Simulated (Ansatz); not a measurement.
# Computed paths: Os-vacancy pair in bcc Mo, neutral cell

System: Os-vacancy pair (Os on one host Mo site, one Mo site vacant) in bcc Mo (neutral cell). These are PBE, PAW (plane waves to 420 eV; Ansatz, a first-principles code) values and carry that method's errors.

Cell of 36 host sites held at the relaxed PBE lattice; a 2×2×3 k-point mesh shifted by half a step; Fermi-Dirac width 0.10 eV, spin-restricted; finite-size errors left in. Energies are static. Spin-orbit coupling is left out. Forms of the defect that were not tried may lie lower.

Barriers: single points on a 3×3×5 k-point mesh shifted by half a step at the bands' geometries (they differ from the bands' own by up to 0.05 eV, and are uncertain by about as much).

```
Route                                                                                         Start site over the lowest site run (eV)  Hop (Å)  Forward barrier (eV)  Backward barrier (eV)                                                           Neighbours at the start                                Neighbours at the saddle                        Saddle order  Forward, on the band's own sampling (eV)
--------------------------------------------------------------------------------------------  ----------------------------------------  -------  --------------------  ---------------------  --------------------------------------------------------------------------------  ------------------------------------------------------  ----------------------------------  ----------------------------------------
Os and the vacancy change places (Os-vacancy distance between ideal sites 2.74 Å throughout)                                      0.00     2.76                  1.16                   1.16  Mo at 2.70, 2 Mo at 2.73, 4 Mo at 2.74, 3 Mo at 3.13, 2 Mo at 3.15, Mo at 3.18 Å  4 Mo at 2.66, 2 Mo at 2.68, 5 Mo at 3.36, Mo at 3.37 Å  not checked, on a symmetry element                                      1.11
```

Paths come from CI-NEB runs.  A band can be held on a symmetry element, so unchecked saddle points there may be too high.

The whole set of runs took about 1.2 core-hours (a rough figure).
